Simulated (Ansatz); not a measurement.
**A computed series for Nb: response to strain**

The reference is Nb in the bcc (W type) structure (space group Im-3m, No. 229; a = 3.273 Å; relaxed with 0.1 eV smearing). Axes: x, y, z lie along the cube axes.

Strains are applied to the cell and any free atomic positions relax; under biaxial strain the out-of-plane vector relaxes too.

The values are results of Kohn–Sham DFT with the PBEsol functional, run in Ansatz (a first-principles code) with PAW and 420 eV plane waves, spin-orbit coupling left out, not measurements.

Notes on the quantities. energy relative to the base: free energy F.

```tsv
change	ratio −ε⊥/ε∥	energy relative to the base
base	–	0 meV/atom
biaxial strain −3.00 %, plane normal [001], relaxed out of plane	1.07	+28 meV/atom
biaxial strain −2.50 %, plane normal [001], relaxed out of plane	1.07	+19 meV/atom
biaxial strain −2.00 %, plane normal [001], relaxed out of plane	1.06	+12 meV/atom
biaxial strain −1.50 %, plane normal [001], relaxed out of plane	1.06	+6.6 meV/atom
biaxial strain +0.50 %, plane normal [001], relaxed out of plane	–	+0.7 meV/atom
biaxial strain +1.00 %, plane normal [001], relaxed out of plane	1.09	+2.6 meV/atom
biaxial strain +1.50 %, plane normal [001], relaxed out of plane	1.10	+5.8 meV/atom
biaxial strain +2.50 %, plane normal [001], relaxed out of plane	1.11	+15 meV/atom
biaxial strain +3.00 %, plane normal [001], relaxed out of plane	1.11	+22 meV/atom
```

Whether these cells are dynamically stable was not tested. The final runs are not spin-polarised.
